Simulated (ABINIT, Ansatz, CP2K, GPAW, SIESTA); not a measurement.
SrAg2 (Imma, 6 atoms in the cell) computed with different codes at matched settings

Self-consistent single point.

```
CELL_PARAMETERS angstrom
     -2.34558     3.82305     4.09490
      2.34558    -3.82305     4.09490
      2.34558     3.82305    -4.09490
ATOMIC_POSITIONS crystal
  Sr 0.29501 0.04501 0.25000
  Sr 0.70499 0.95499 0.75000
  Ag 0.28310 0.33769 0.94541
  Ag 0.71690 0.66231 0.05459
  Ag 0.89228 0.33769 0.55459
  Ag 0.10772 0.66231 0.44541
```

Shared settings, as Ansatz (a program for electronic structure) writes them: kpoints.mp_grid.grid = 4 4 4; scf.occupations.method = fermi_dirac; scf.occupations.width = 0.05 eV. Potentials and cutoffs stand in the table.

```json
[
 {"code": "GPAW", "model": "PBEsol, GPAW PAW datasets PBEsol (made by gpaw-setup)", "pressure (GPa)": "0.38", "largest force (eV/Å)": "0.039", "cutoff": "550 eV"},
 {"code": "CP2K", "model": "PBEsol, GPW, TZVP-MOLOPT-SR-GTH basis, GTH-PBE potentials (GTH_POTENTIALS)", "pressure (GPa)": "1.00", "largest force (eV/Å)": "0.046", "cutoff": "grid 500 Ry"},
 {"code": "ABINIT", "model": "PBEsol, PAW (JTH v2.0 PBE PAW, files made for PBE)", "pressure (GPa)": "0.25", "largest force (eV/Å)": "0.039", "cutoff": "544 eV"},
 {"code": "SIESTA", "model": "GGA PBEsol, numerical atomic orbitals DZP, PseudoDojo PBEsol standard norm-conserving potentials (rewritten from UPF to PSML)", "pressure (GPa)": "2.81", "largest force (eV/Å)": "0.186", "cutoff": "grid 300 Ry"},
 {"code": "Ansatz", "model": "PBEsol, PAW files made with PBE", "pressure (GPa)": "0.23", "largest force (eV/Å)": "0.041", "cutoff": "420 eV"}
]
```

Size of the force on each atom (eV/Å): Sizes of forces hide their directions.

```
code      Sr1    Sr2    Ag3    Ag4    Ag5    Ag6
------  -----  -----  -----  -----  -----  -----
GPAW    0.019  0.019  0.039  0.039  0.039  0.039
CP2K    0.032  0.032  0.045  0.045  0.046  0.046
ABINIT  0.010  0.010  0.039  0.039  0.039  0.039
SIESTA  0.162  0.162  0.186  0.186  0.186  0.186
Ansatz  0.013  0.013  0.041  0.041  0.041  0.041
```

The spread over the programs that give each value: pressure within 2.58 GPa; largest force within 0.147 eV/Å.

CP2K and SIESTA use small atom-centred bases, whose incompleteness enters pressures, forces and empty levels differently from a plane-wave cutoff. Ansatz's pressure is given at a fixed set of plane waves, as the other plane-wave codes print theirs; with its correction for the finite basis it is 0.27 GPa. In the pressure, SIESTA (by 2.56) lies more than 1 GPa from the median of the plane-wave programs. In the force vectors, SIESTA (by 0.183) lies more than 0.08 eV/Å from the median of the plane-wave programs.

The shared mesh is coarse (it stands for a supercell whose shortest vector is 19 Å), so the values are not converged in it.

The starting cell comes from a database of computed structures (which also holds hypothetical and non-ambient phases and stackings), without a prior relaxation at this level. Its lattice was rescaled by a random factor within 2.5 % of one.

Left out of this page: Elk (not drawn, or without a comparable value).

Keys are those of Ansatz 0.2.
